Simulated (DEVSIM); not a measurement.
Structure: illuminated GaAs p-on-n cell, one wavelength, at 250 K.

Layer 1 from the left is GaAs, thickness (μm) 0.290, Na (cm⁻³) 8e17, τn (s) 2.1e-10, τp (s) 6e-11, absorption coefficient (cm⁻¹) 32000. Layer 2 from the left is GaAs, thickness (μm) 2.10, Nd (cm⁻³) 1.5e17, τn (s) 5e-9, τp (s) 5e-9, absorption coefficient (cm⁻¹) 32000.

Left contact: ohmic, minority electron recombination velocity 1000 cm/s. Right contact: ohmic, minority hole recombination velocity 1e5 cm/s. Voltage is applied to the left contact. Recombination: SRH at mid-gap, radiative, Auger. Light enters at the left, 4.7e17 photons cm⁻² s⁻¹, one pass, no reflection. Mobility is μmin + (μ − μmin)/(1 + (N/Nref)^α).

The device is made up for the run: typed textbook-type constants, with dimensions and the other settings drawn at random. Values at 300 K; Nc and Nv go as T^1.5, mobilities as T to minus their exponent, the gap by Varshni's rule with the affinity fixed.

GaAs: gap (eV) 1.424, affinity (eV) 4.07, permittivity 12.9, Nc (cm⁻³) 4.7e17, Nv (cm⁻³) 9e18, μn (cm²/Vs) 8500, μp (cm²/Vs) 400, μn,min 500, μp,min 20, Nref,n 6e16, Nref,p 1.5e17, αn 0.39, αp 0.38, T exponent of μn 2.1, T exponent of μp 2.2, B (cm³/s) 2e-10, Cn (cm⁶/s) 1e-30, Cp (cm⁶/s) 1e-30, Varshni α (eV/K) 0.000541, Varshni β (K) 204.

Simulated with DEVSIM: 1D drift-diffusion, Boltzmann statistics, complete ionisation; no tunnelling, impact ionisation, image-force lowering or self-heating.

Dark forward current:

```tsv
|V| (V)	|J| (A/cm²)
0.10	2.696e-13
0.15	9.202e-13
0.20	3.046e-12
0.25	1.002e-11
0.30	3.282e-11
0.35	1.073e-10
0.40	3.521e-10
0.45	1.158e-9
0.50	3.807e-9
0.55	1.255e-8
0.60	4.148e-8
0.65	1.375e-7
0.70	4.571e-7
0.75	1.526e-6
0.80	5.129e-6
0.85	1.742e-5
0.90	6.046e-5
0.95	0.0002202
1.00	0.0008931
1.05	0.004434
1.10	0.02873
1.15	0.2329
1.20	2.140
1.25	20.67
1.30	193.9
1.35	1485
```

Q: Work out the local ideality factor n = ΔV / (kT/q · ln(J2/J1)) between the rows 0.10 and 0.15 V, 1.20 and 1.25 V, 1.30 and 1.35 V.

A: kT/q = 21.54 mV. From 0.10 to 0.15 V: ln(9.202e-13/2.696e-13) = 1.228, n = 1.89, near the 2 of recombination in the depletion region. From 1.20 to 1.25 V: ln(20.67/2.140) = 2.268, n = 1.02, near the 1 of diffusion or emission over a barrier. From 1.30 to 1.35 V: ln(1485/193.9) = 2.036, n = 1.14; the layers' resistance at their doping, Σ W/(qμN) = 2.6e-6 Ω cm², would take 3.3 mV of this step of 50 mV.

Q: What current could the absorbed light give at most, and what share is collected?

A: Σ αd = 7.65, so qΦ(1 − exp(−Σ αd)) = 75.3 mA/cm². The simulated short-circuit current is 70.79 mA/cm², a share of 0.94.

Q: Estimate the open-circuit voltage by superposition: the voltage at which the dark current equals that short-circuit current.

A: Interpolating ln J in the table gives 1.122 V. The simulation gives 1.122 V, the same within the digits that matter. Superposition holds where collection doesn't change with voltage.

Q: Estimate the fill factor from FF0 = (v − ln(v + 0.72))/(v + 1), v = qVoc/(nkT), with n from the dark curve.

A: The rows about Voc, 1.10 and 1.15 V, give n = 1.11, so v = 47.0 and FF0 = 0.899. The simulation gives 0.879; the estimate lies 2.2 % above.
